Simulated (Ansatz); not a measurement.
Lattice constant a of PbSe (model structure, started from the PtS type, P4₂/mmc, No. 131, 4 atoms in the cell) at several levels of theory

No measured value is used here.

```json
[
 {"level (code)": "PBE (Ansatz)", "value (Å)": "4.265"},
 {"level (code)": "PBEsol (Ansatz)", "value (Å)": "4.071"},
 {"level (code)": "PBE-D3(BJ) (Ansatz)", "value (Å)": "4.160"}
]
```

Density-functional levels without +SOC have no spin–orbit coupling. Ansatz's density-functional and Hartree–Fock values are scalar-relativistic unless marked +SOC, with PAW data made under PBE.

A model structure was made by putting elements into a prototype or built by hand; it is no filed structure, need not be a known phase, and can be a saddle point held by its symmetry.

Ansatz is a program for electronic structure.
